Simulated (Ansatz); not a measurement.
Refining one setting for a (100) slab of La (cut from a parent of space group no. 194; 12 atoms in the cell)

```
CELL_PARAMETERS angstrom
      3.83427     0.00000     0.00000
      0.00000    12.16167     0.00000
      0.00000     0.00000    24.76720
ATOMIC_POSITIONS crystal
  La 0.58333 0.00000 0.41150
  La 0.58333 0.50000 0.41150
  La 0.58333 0.25000 0.32301
  La 0.08333 0.75000 0.36726
  La 0.08333 0.00000 0.54425
  La 0.08333 0.50000 0.54425
  La 0.08333 0.25000 0.45575
  La 0.58333 0.75000 0.50000
  La 0.58333 0.00000 0.67699
  La 0.58333 0.50000 0.67699
  La 0.58333 0.25000 0.58850
  La 0.08333 0.75000 0.63274
```

Method: LDA (PW92), PAW files made with PBE (plane waves; Ansatz, an electronic-structure program).

The starting cell comes from a database of computed structures (which also holds hypothetical and non-ambient phases and stackings), without a prior relaxation at this level. The slab is cut from that crystal, and its faces are unrelaxed. Its lattice was rescaled in the plane by a random factor within 2.5 % of one. The two faces of this cut differ, and no dipole correction was used.

Held fixed: kpoints.mp_grid.grid = 7 3 1; hamiltonian.xc = lda; hamiltonian.pseudopotentials = {kind: paw} (the program's default PAW files); scf.occupations.method = gaussian; scf.occupations.width = 0.136 eV.

ΔF is the free energy per atom less that of the last row (28.0).

| vacuum between outermost atoms (Å) | ΔF (meV/atom) | largest force (eV/Å) | plane waves | iterations |
|---|---|---|---|---|
| 3.0 | -177.0 | 0.189 | 10743 | 13 |
| 4.0 | -83.5 | 0.311 | 11663 | 17 |
| 5.0 | -33.4 | 0.535 | 12587 | 14 |
| 6.0 | -11.7 | 0.663 | 13489 | 15 |
| 8.0 | -1.15 | 0.740 | 15289 | 15 |
| 10.0 | -0.10 | 0.748 | 17155 | 15 |
| 12.0 | 0.00 | 0.748 | 18989 | 15 |
| 15.0 | 0.00 | 0.748 | 21699 | 15 |
| 16.0 | 0.00 | 0.748 | 22635 | 16 |
| 18.0 | 0.00 | 0.748 | 24441 | 16 |
| 22.0 | 0.00 | 0.748 | 28111 | 16 |
| 28.0 | 0.00 | 0.748 | 33571 | 15 |

Largest force within 0.005 eV/Å of the last row: from vacuum between outermost atoms (Å) = 10.0 on; the one before it is off by 0.0086 eV/Å. The value it settles on is 0.748 eV/Å at this level of theory and with the other settings as held.

Energy within 10 meV/atom of the last row: from vacuum between outermost atoms (Å) = 8.0 on; the one before it is off by 12 meV/atom.

Keys are those of Ansatz 0.2.
